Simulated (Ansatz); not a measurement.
**A computed series for W: pressure series**

Consider W in the bcc (W type) structure (space group Im-3m, No. 229; a = 3.1837 Å).

Cell and atoms are relaxed at each pressure.

All numbers come from Ansatz (a quantum-chemistry and plane-wave program) PBE, scalar-relativistic without spin-orbit coupling, earlier PAW set.

Two rows of this table had their results exchanged by mistake.

| pressure | volume per atom (Å³) | shortest distance (Å) | band gap |
|---|---|---|---|
| pressure −2 GPa | 16.24 | 2.763 | zero |
| pressure −1 GPa | 16.19 | 2.760 | zero |
| pressure 1.8 GPa | 16.04 | 2.752 | zero |
| pressure 4.2 GPa | 13.94 | 2.626 | zero |
| pressure 9 GPa | 15.69 | 2.732 | zero |
| pressure 18 GPa | 15.30 | 2.709 | zero |
| pressure 30 GPa | 14.85 | 2.682 | zero |
| pressure 45 GPa | 14.36 | 2.652 | zero |
| pressure 60 GPa | 15.92 | 2.745 | zero |

Task: Which two?

Result: The rows for pressure 4.2 GPa and pressure 60 GPa: the volume has to fall steadily with pressure, so 15.92 Å³ belongs to pressure 4.2 GPa and 13.94 Å³ to pressure 60 GPa.

Load acts through the strain it causes; cell and atoms are relaxed under it. Stability against distortions was not tested. No other phases were tried under pressure. All final runs are without spin polarisation.
